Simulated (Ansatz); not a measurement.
Response to strain in W

Base system: W in the bcc (W type) structure (space group Im-3m, No. 229; a = 3.135 Å; relaxed with 0.1 eV smearing). Axes: x, y, z lie along the cube axes.

Strains are applied to the cell and any free atomic positions relax.

Method: Kohn–Sham DFT with the LDA functional, run in Ansatz (an electronic-structure program) with PAW and 420 eV plane waves, no SOC.

Notes on the quantities. energy relative to the base: free energy F; pressure: mean of the normal stresses, compression positive.

| change | energy relative to the base | volume per atom | pressure |
|---|---|---|---|
| base | 0 meV/atom | 15.41 Å³ | 0.0 GPa |
| uniaxial strain ε_zz = −3.00 % | +26 meV/atom | 14.95 Å³ | 11.0 GPa |
| uniaxial strain ε_zz = −2.50 % | +18 meV/atom | 15.02 Å³ | 9.1 GPa |
| uniaxial strain ε_zz = −1.50 % | [?] | 15.18 Å³ | [?] |
| uniaxial strain ε_zz = −1.00 % | +2.8 meV/atom | 15.26 Å³ | 3.5 GPa |
| uniaxial strain ε_zz = −0.50 % | +0.7 meV/atom | 15.33 Å³ | 1.7 GPa |
| uniaxial strain ε_zz = +1.50 % | +5.9 meV/atom | 15.64 Å³ | -4.8 GPa |
| uniaxial strain ε_zz = +2.00 % | +10 meV/atom | 15.72 Å³ | -6.3 GPa |
| uniaxial strain ε_zz = +2.50 % | +16 meV/atom | 15.80 Å³ | -7.8 GPa |
| uniaxial strain ε_zz = +3.00 % | +23 meV/atom | 15.87 Å³ | -9.2 GPa |

### Question
Some entries are withheld; estimate them.

### Answer

- uniaxial strain ε_zz = −1.50 %, energy relative to the base: +6.3 meV/atom
- uniaxial strain ε_zz = −1.50 %, pressure: 5.3 GPa

No phonon test of stability was made. All final runs are without spin polarisation.
